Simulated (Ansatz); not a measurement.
An ideal cubic perovskite cell is held by its symmetry; such compounds can tilt or shift off centre at room temperature. The starting structures come from a database of crystals and need not be the phases stable at ambient conditions.

 Where the default PAW files enter, the runs use the earlier of Ansatz's two default sets.

## Evanescent states of CsCdCl3 (Pm-3m, cubic perovskite, not sure to be the ambient phase, 5 atoms a cell, 29.2 Å³ an atom) along the normal of (110)

Method: r2SCAN (plane waves, PAW; Ansatz, a first-principles code).

The gap is the functional's own, uncorrected, and κ follows it; spin-orbit coupling is left out. Mid-gap values are interpolated between the computed energies.

Energies count from the valence-band top; κ is the least over a 6×4 mesh across the current.

```tsv
E (eV)	κ (1/Å)	where
0.07	0.082	off Γ
0.20	0.137	off Γ
0.33	0.172	off Γ
0.46	0.199	off Γ
0.58	0.222	off Γ
0.71	0.240	off Γ
0.84	0.252	Γ
0.97	0.251	Γ
1.10	0.247	Γ
1.24	0.243	Γ
1.36	0.236	Γ
1.50	0.227	Γ
1.62	0.217	Γ
1.75	0.204	Γ
1.89	0.188	Γ
2.02	0.169	Γ
2.15	0.146	Γ
2.27	0.115	Γ
2.40	0.068	Γ
```

### Question
How thick must the barrier be to attenuate the transmission by 10^4 when the electrodes' Fermi level lies at 1.75 eV, and what attenuation does that film give at 1.50 eV?

### Answer
d = 4 ln 10 / (2 × 0.204) = 22.6 Å. At 1.50 eV it gives 4 × 0.227/0.204 = 4.5 decades.
